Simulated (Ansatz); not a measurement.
Start from Be in the hcp (Mg type) structure (space group P6_3/mmc, No. 194; a = 2.263 Å, c = 3.563 Å).

The other end (x = 1) is Li in the hcp (Mg type) structure (space group P6_3/mmc, No. 194; a model cell): 20.98 Å³/atom, gap zero; this end may not be an ambient phase.

Calculations: r2SCAN (Ansatz, a quantum-chemistry and plane-wave program), spin-orbit coupling left out, earlier PAW set.

Li replaces a fraction x of Be; each row is one arrangement (x, atoms in the cell, starting space group or random), fully relaxed.

One change was made to it. Results:

```json
[
 {"quantity": "deviation of the volume from the linear (Vegard-type) interpolation", "base": "–", "after": "-17.5 %"},
 {"quantity": "shortest interatomic distance", "base": "2.209 Å", "after": "2.195 Å"},
 {"quantity": "mixing energy (to 0.01 eV only: unlike meshes or grids)", "base": "–", "after": "+0.14 eV/atom"}
]
```

Name the change that was made.
A. x(Li) = 0.25, 8 atoms, P2_1/m
B. x(Li) = 0.375, 8 atoms, Amm2
C. x(Li) = 0.667, 6 atoms, Cmcm

A, x(Li) = 0.25, 8 atoms, P2_1/m. For comparison, the mixing energy in the other runs: x(Li) = 0.667, 6 atoms, Cmcm gives +0.21 eV/atom; x(Li) = 0.375, 8 atoms, Amm2 gives +0.26 eV/atom.

Each cell is one ordered arrangement of few atoms, which overstates ordering effects compared with a random alloy. No phonon test of stability was made. This is not the structure that Li has at room temperature and ambient pressure.
